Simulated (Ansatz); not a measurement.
We consider L1₀ (CuAu-type) FePt, described by PBEsol in Ansatz (plane waves, PAW).

Settings: plane-wave cutoff 520 eV, 20×20×16 k mesh (along the axes of the cell as run), Fermi–Dirac smearing 0.05 eV, spin-polarised with parallel moments, scalar-relativistic PAW data made under PBE.

Cell (relaxed at this level):

```cif
data_FePt
_chemical_formula_sum 'Fe1 Pt1'
_space_group_name_H-M_alt 'P 1'
_space_group_IT_number 1
_cell_length_a 2.68738
_cell_length_b 2.68738
_cell_length_c 3.71644
_cell_angle_alpha 90.000
_cell_angle_beta 90.000
_cell_angle_gamma 90.000
loop_
_space_group_symop_operation_xyz
  'x, y, z'
loop_
_atom_site_label
_atom_site_type_symbol
_atom_site_fract_x
_atom_site_fract_y
_atom_site_fract_z
_atom_site_occupancy
Fe1 Fe 0.00000 0.00000 0.00000 1
Pt1 Pt 0.50000 0.50000 0.50000 1
```
Starting moments (μB, in the order of the record's atoms Fe Pt): 3.0 0.0.

Q: What does this level give for the bulk modulus, magnetic moment (largest site, within a sphere) and pressure derivative B′ of the bulk modulus?

A: 
* **bulk modulus**: 232 GPa
* **magnetic moment (largest site, within a sphere)**: 2.89 μB
* **pressure derivative B′ of the bulk modulus**: 5.2

The run finds no gap.

Measured, for comparison: bulk modulus 208 GPa (room temperature, no zero-point or thermal correction; as tabulated in First-principles calculations on Fe-Pt nanoclusters of various morphologies). Computed (rounded) less measured: bulk modulus +12 %.

Note: the bulk modulus comes from volumes at which shape and atoms were relaxed.

Moments are spin moments.

Spin–orbit coupling is not included.

It cost about 19 core-minutes (a rough figure) of CPU time.

Ansatz is an electronic-structure program.
